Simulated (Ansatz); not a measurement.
# A computed series for Al: response to strain

Take Al in the fcc (Cu type) structure (space group Fm-3m, No. 225; relaxed with 0.1 eV smearing) as the base.

```cif
data_Al4
_chemical_formula_sum 'Al4'
_space_group_name_H-M_alt 'Fm-3m'
_space_group_IT_number 225
_space_group_name_Hall '-F 4 2 3'
_cell_length_a 3.98387
_cell_length_b 3.98387
_cell_length_c 3.98387
_cell_angle_alpha 90.000
_cell_angle_beta 90.000
_cell_angle_gamma 90.000
loop_
_atom_site_label
_atom_site_type_symbol
_atom_site_symmetry_multiplicity
_atom_site_Wyckoff_symbol
_atom_site_fract_x
_atom_site_fract_y
_atom_site_fract_z
_atom_site_occupancy
Al1 Al 4 a 0.00000 0.00000 0.00000 1
```
(The calculation used a cell of 1 atom; values per cell refer to that cell.)

Strains are applied to the cell and any free atomic positions relax.

All numbers come from plane-wave PAW DFT at the LDA level (Ansatz, a first-principles code, 420 eV), scalar-relativistic without spin-orbit coupling.

Notes on the quantities. energy relative to the base: free energy F.

```json
[
 {"change": "base", "pressure": "0.0 GPa", "energy relative to the base": "0 meV/atom", "volume per atom": "15.81 Å³"},
 {"change": "isotropic strain −3.00 %", "pressure": "?", "energy relative to the base": "+37 meV/atom", "volume per atom": "14.43 Å³"},
 {"change": "isotropic strain −2.50 %", "pressure": "?", "energy relative to the base": "+25 meV/atom", "volume per atom": "14.65 Å³"},
 {"change": "isotropic strain −2.00 %", "pressure": "5.8 GPa", "energy relative to the base": "+16 meV/atom", "volume per atom": "14.88 Å³"},
 {"change": "isotropic strain −1.00 %", "pressure": "2.7 GPa", "energy relative to the base": "+3.9 meV/atom", "volume per atom": "15.34 Å³"},
 {"change": "isotropic strain +0.50 %", "pressure": "-1.2 GPa", "energy relative to the base": "+0.9 meV/atom", "volume per atom": "16.05 Å³"},
 {"change": "isotropic strain +1.00 %", "pressure": "-2.3 GPa", "energy relative to the base": "+3.6 meV/atom", "volume per atom": "16.29 Å³"},
 {"change": "isotropic strain +2.00 %", "pressure": "-4.3 GPa", "energy relative to the base": "+14 meV/atom", "volume per atom": "16.77 Å³"},
 {"change": "isotropic strain +2.50 %", "pressure": "?", "energy relative to the base": "+21 meV/atom", "volume per atom": "17.02 Å³"},
 {"change": "isotropic strain +3.00 %", "pressure": "-6.0 GPa", "energy relative to the base": "+30 meV/atom", "volume per atom": "17.27 Å³"}
]
```

### Question
Fill in the withheld entries from the trend.

### Answer

- isotropic strain −3.00 %, pressure: 9.4 GPa
- isotropic strain −2.50 %, pressure: 7.6 GPa
- isotropic strain +2.50 %, pressure: -5.2 GPa

Stability against distortions was not tested.
